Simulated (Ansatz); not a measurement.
Defect: interstitial K in beta Si3N4, charge state +1. Level of theory: PBE, PAW (plane waves to 420 eV; Ansatz, a program for electronic structure).

Settings: 84 host sites, the relaxed PBE lattice, the Γ point alone, smearing 0.01 eV, spin-restricted, no image-charge correction. No zero-point or tunnelling terms. The charge state is imposed; whether it is stable for some Fermi level was not computed. Sites that were not tried may lie lower.

Barriers: single points on a 2×2×2 k-point mesh shifted by half a step along c at the bands' geometries.

The step: K moves alone to another site. Atoms about the jump, Cartesian Å from the middle of the jump, before and after:

```csv
atom,x0,y0,z0,x1,y1,z1
K1,0.00,-0.01,-0.73,0.00,0.01,0.73
N2,1.02,2.15,0.72,1.09,2.26,0.73
N3,-1.09,-2.26,-0.73,-1.02,-2.15,-0.72
N4,2.51,0.20,-0.73,2.39,0.21,-0.71
N5,-2.39,-0.21,0.71,-2.51,-0.20,0.73
N6,1.37,-1.96,0.71,1.42,-2.08,0.73
N7,-1.42,2.08,-0.73,-1.37,1.96,-0.71
Si8,0.24,2.76,-0.73,0.23,2.73,-0.74
Si9,-0.23,-2.73,0.74,-0.24,-2.76,0.73
Si10,-2.26,1.55,0.73,-2.30,1.57,0.73
Si11,2.30,-1.57,-0.73,2.26,-1.55,-0.73
Si12,2.49,1.18,0.74,2.53,1.21,0.73
Si13,-2.53,-1.21,-0.73,-2.49,-1.18,-0.74
N14,-1.01,-2.18,2.19,-1.02,-2.15,2.18
N15,1.02,2.15,-2.18,1.01,2.18,-2.19
N16,-1.39,1.98,2.19,-1.37,1.96,2.18
N17,1.37,-1.96,-2.18,1.39,-1.98,-2.19
N18,2.42,0.21,2.19,2.39,0.21,2.17
N19,-2.39,-0.21,-2.17,-2.42,-0.21,-2.19
Si20,0.21,2.68,2.19,0.23,2.73,2.20
Si21,-0.23,-2.73,-2.20,-0.21,-2.68,-2.19
Si22,2.23,-1.53,2.19,2.26,-1.55,2.20
Si23,-2.26,1.55,-2.20,-2.23,1.53,-2.19
Si24,-2.43,-1.16,2.19,-2.49,-1.18,2.20
Si25,2.49,1.18,-2.20,2.43,1.16,-2.19
```

Question: Give the saddle-point geometry and the barrier.

Answer: 
```json
[
 {"atom": "K1", "x": "0.00", "y": "0.01", "z": "0.00"},
 {"atom": "N2", "x": "1.07", "y": "2.23", "z": "0.71"},
 {"atom": "N3", "x": "-1.07", "y": "-2.22", "z": "-0.73"},
 {"atom": "N4", "x": "2.47", "y": "0.21", "z": "-0.72"},
 {"atom": "N5", "x": "-2.47", "y": "-0.20", "z": "0.71"},
 {"atom": "N6", "x": "1.40", "y": "-2.04", "z": "0.72"},
 {"atom": "N7", "x": "-1.40", "y": "2.05", "z": "-0.73"},
 {"atom": "Si8", "x": "0.24", "y": "2.76", "z": "-0.74"},
 {"atom": "Si9", "x": "-0.24", "y": "-2.75", "z": "0.73"},
 {"atom": "Si10", "x": "-2.29", "y": "1.57", "z": "0.73"},
 {"atom": "Si11", "x": "2.29", "y": "-1.56", "z": "-0.74"},
 {"atom": "Si12", "x": "2.52", "y": "1.21", "z": "0.73"},
 {"atom": "Si13", "x": "-2.52", "y": "-1.20", "z": "-0.75"},
 {"atom": "N14", "x": "-1.00", "y": "-2.14", "z": "2.17"},
 {"atom": "N15", "x": "1.01", "y": "2.15", "z": "-2.19"},
 {"atom": "N16", "x": "-1.37", "y": "1.96", "z": "2.17"},
 {"atom": "N17", "x": "1.38", "y": "-1.95", "z": "-2.18"},
 {"atom": "N18", "x": "2.39", "y": "0.22", "z": "2.17"},
 {"atom": "N19", "x": "-2.38", "y": "-0.21", "z": "-2.18"},
 {"atom": "Si20", "x": "0.23", "y": "2.71", "z": "2.19"},
 {"atom": "Si21", "x": "-0.22", "y": "-2.70", "z": "-2.20"},
 {"atom": "Si22", "x": "2.24", "y": "-1.54", "z": "2.19"},
 {"atom": "Si23", "x": "-2.24", "y": "1.55", "z": "-2.20"},
 {"atom": "Si24", "x": "-2.46", "y": "-1.16", "z": "2.19"},
 {"atom": "Si25", "x": "2.46", "y": "1.17", "z": "-2.20"}
]
```
It lies 0.097 eV above the start and 0.097 eV above the end. The program found a first-order saddle point.
